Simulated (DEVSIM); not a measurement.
System: abrupt Si p-n junction, at 300 K.

| layer (left to right) | material | thickness (μm) | Nd (cm⁻³) | Na (cm⁻³) | τn (s) | τp (s) |
|---|---|---|---|---|---|---|
| 1 | Si | 1.90 | - | 1.5e16 | 2e-7 | 2e-7 |
| 2 | Si | 140 | 1.1e16 | - | 2e-7 | 2e-7 |

Left contact: ohmic. Right contact: ohmic. Voltage is applied to the left contact. Recombination: SRH at mid-gap, Auger. Mobility is constant in doping.

The device is made up for the run: typed textbook-type constants, with dimensions and the other settings drawn at random. Values at 300 K.

| parameter | Si |
|---|---|
| gap (eV) | 1.124 |
| affinity (eV) | 4.05 |
| permittivity | 11.7 |
| Nc (cm⁻³) | 2.86e19 |
| Nv (cm⁻³) | 3.1e19 |
| μn (cm²/Vs) | 1417 |
| μp (cm²/Vs) | 470 |
| Cn (cm⁶/s) | 2.8e-31 |
| Cp (cm⁶/s) | 9.9e-32 |

Simulated with DEVSIM: 1D drift-diffusion, Boltzmann statistics, complete ionisation; no tunnelling, impact ionisation, image-force lowering or self-heating.

Q: Tabulate band edges, carrier densities and field at 0.9 V on the left contact.

A: Energies count from the Fermi level of the right contact; mesh points crowd at the junctions.

```json
[
 {"x (μm)": "0.000", "Ec (eV)": "0.027", "Ev (eV)": "-1.097", "n (cm⁻³)": "7700", "p (cm⁻³)": "1.5e16", "field (V/cm)": "14"},
 {"x (μm)": "0.04197", "Ec (eV)": "0.027", "Ev (eV)": "-1.097", "n (cm⁻³)": "2.8e13", "p (cm⁻³)": "1.5e16", "field (V/cm)": "14"},
 {"x (μm)": "0.1554", "Ec (eV)": "0.027", "Ev (eV)": "-1.097", "n (cm⁻³)": "1.0e14", "p (cm⁻³)": "1.5e16", "field (V/cm)": "14"},
 {"x (μm)": "0.4619", "Ec (eV)": "0.027", "Ev (eV)": "-1.097", "n (cm⁻³)": "3.1e14", "p (cm⁻³)": "1.5e16", "field (V/cm)": "14"},
 {"x (μm)": "1.409", "Ec (eV)": "0.029", "Ev (eV)": "-1.095", "n (cm⁻³)": "9.2e14", "p (cm⁻³)": "1.6e16", "field (V/cm)": "13"},
 {"x (μm)": "1.734", "Ec (eV)": "0.029", "Ev (eV)": "-1.095", "n (cm⁻³)": "1.1e15", "p (cm⁻³)": "1.6e16", "field (V/cm)": "-40"},
 {"x (μm)": "1.854", "Ec (eV)": "0.022", "Ev (eV)": "-1.102", "n (cm⁻³)": "1.6e15", "p (cm⁻³)": "1.2e16", "field (V/cm)": "-2300"},
 {"x (μm)": "1.908", "Ec (eV)": "-0.006", "Ev (eV)": "-1.130", "n (cm⁻³)": "4.7e15", "p (cm⁻³)": "4.2e15", "field (V/cm)": "-6700"},
 {"x (μm)": "1.965", "Ec (eV)": "-0.026", "Ev (eV)": "-1.150", "n (cm⁻³)": "1.0e16", "p (cm⁻³)": "1.9e15", "field (V/cm)": "-1500"},
 {"x (μm)": "2.122", "Ec (eV)": "-0.031", "Ev (eV)": "-1.155", "n (cm⁻³)": "1.3e16", "p (cm⁻³)": "1.6e15", "field (V/cm)": "≈ 0"},
 {"x (μm)": "2.558", "Ec (eV)": "-0.030", "Ev (eV)": "-1.154", "n (cm⁻³)": "1.3e16", "p (cm⁻³)": "1.5e15", "field (V/cm)": "15"},
 {"x (μm)": "4.606", "Ec (eV)": "-0.027", "Ev (eV)": "-1.151", "n (cm⁻³)": "1.2e16", "p (cm⁻³)": "1.4e15", "field (V/cm)": "15"},
 {"x (μm)": "9.449", "Ec (eV)": "-0.020", "Ev (eV)": "-1.144", "n (cm⁻³)": "1.2e16", "p (cm⁻³)": "1.2e15", "field (V/cm)": "16"},
 {"x (μm)": "22.88", "Ec (eV)": "0.002", "Ev (eV)": "-1.122", "n (cm⁻³)": "1.2e16", "p (cm⁻³)": "6.9e14", "field (V/cm)": "16"},
 {"x (μm)": "79.97", "Ec (eV)": "0.097", "Ev (eV)": "-1.027", "n (cm⁻³)": "1.1e16", "p (cm⁻³)": "7.3e13", "field (V/cm)": "17"},
 {"x (μm)": "119.6", "Ec (eV)": "0.165", "Ev (eV)": "-0.959", "n (cm⁻³)": "1.1e16", "p (cm⁻³)": "1.5e13", "field (V/cm)": "17"},
 {"x (μm)": "134.2", "Ec (eV)": "0.190", "Ev (eV)": "-0.934", "n (cm⁻³)": "1.1e16", "p (cm⁻³)": "5.9e12", "field (V/cm)": "17"},
 {"x (μm)": "139.1", "Ec (eV)": "0.199", "Ev (eV)": "-0.925", "n (cm⁻³)": "1.1e16", "p (cm⁻³)": "2.4e12", "field (V/cm)": "17"},
 {"x (μm)": "141.2", "Ec (eV)": "0.202", "Ev (eV)": "-0.922", "n (cm⁻³)": "1.1e16", "p (cm⁻³)": "6.5e11", "field (V/cm)": "17"},
 {"x (μm)": "141.7", "Ec (eV)": "0.203", "Ev (eV)": "-0.921", "n (cm⁻³)": "1.1e16", "p (cm⁻³)": "2.2e11", "field (V/cm)": "17"},
 {"x (μm)": "141.8", "Ec (eV)": "0.203", "Ev (eV)": "-0.921", "n (cm⁻³)": "1.1e16", "p (cm⁻³)": "6.6e10", "field (V/cm)": "17"},
 {"x (μm)": "141.9", "Ec (eV)": "0.203", "Ev (eV)": "-0.921", "n (cm⁻³)": "1.1e16", "p (cm⁻³)": "11000", "field (V/cm)": "17"}
]
```
